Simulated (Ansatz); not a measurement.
## A computed series for HgTe: pressure series

Consider HgTe in the zinc blende structure (space group F-43m, No. 216; a = 6.573 Å).

Cell and atoms are relaxed at each pressure.

The values are results of r2SCAN, PAW, 500 eV (Ansatz, a program for electronic structure; scalar-relativistic without spin-orbit coupling), earlier PAW set, not measurements.

```json
[
 {"variant": "base", "lattice parameter a": "6.573 Å", "band gap": "zero"},
 {"variant": "pressure −2 GPa", "lattice parameter a": "6.702 Å", "band gap": "zero"},
 {"variant": "pressure −1 GPa", "lattice parameter a": "6.633 Å", "band gap": "zero"},
 {"variant": "pressure 0.9 GPa", "lattice parameter a": "6.527 Å", "band gap": "zero"},
 {"variant": "pressure 2.1 GPa", "lattice parameter a": "(withheld)", "band gap": "zero"},
 {"variant": "pressure 4.5 GPa", "lattice parameter a": "(withheld)", "band gap": "zero"},
 {"variant": "pressure 9 GPa", "lattice parameter a": "6.247 Å", "band gap": "zero"},
 {"variant": "pressure 22.5 GPa", "lattice parameter a": "5.991 Å", "band gap": "0.23 eV"},
 {"variant": "pressure 30 GPa", "lattice parameter a": "5.894 Å", "band gap": "0.37 eV"}
]
```

**Question.** Some entries are withheld; estimate them.

**Answer.** 
- pressure 2.1 GPa, lattice parameter a: 6.472 Å
- pressure 4.5 GPa, lattice parameter a: 6.380 Å

Spin-orbit coupling, missing from the scalar runs, can matter with Hg and Te. Load acts through the strain it causes; cell and atoms are relaxed under it. Stability against distortions was not tested. Tetrahedral semiconductors of this kind turn to denser phases somewhere between about 1 and 50 GPa; those were not computed, so compressed cells here can lie past the real transition. The final runs are not spin-polarised. The zero or small gap of HgTe can change with the level of theory.
